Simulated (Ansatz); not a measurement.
System: Ge3Si (I4/mmm, No. 139, 4 atoms in the cell; start mp-1187004). Method: PBE (Ansatz, a program for electronic structure, plane waves, PAW).

Settings: plane-wave cutoff 520 eV, 20×20×20 k mesh, Fermi–Dirac smearing 0.05 eV, scalar-relativistic PAW data made under PBE.

Cell (relaxed at this level):

```
CELL_PARAMETERS angstrom
     -1.97694     1.97694     4.73484
      1.97694    -1.97694     4.73484
      1.97694     1.97694    -4.73484
ATOMIC_POSITIONS crystal
  Si 0.00000 0.00000 0.00000
  Ge 0.75000 0.25000 0.50000
  Ge 0.25000 0.75000 0.50000
  Ge 0.50000 0.50000 0.00000
```

Q: What does this level give for the bulk modulus B0?

A: 
bulk modulus B0: 67.2 GPa

The run finds no gap.

Note: the bulk modulus is −V dP/dV from two relaxed cells at ±2 % in volume; the relaxation could not lower the start's symmetry, so the cell can be a saddle point above a distorted one.

It cost roughly 9 core-minutes of CPU time.

A start named mp-… is a Materials Project structure, which need not be a measured phase.
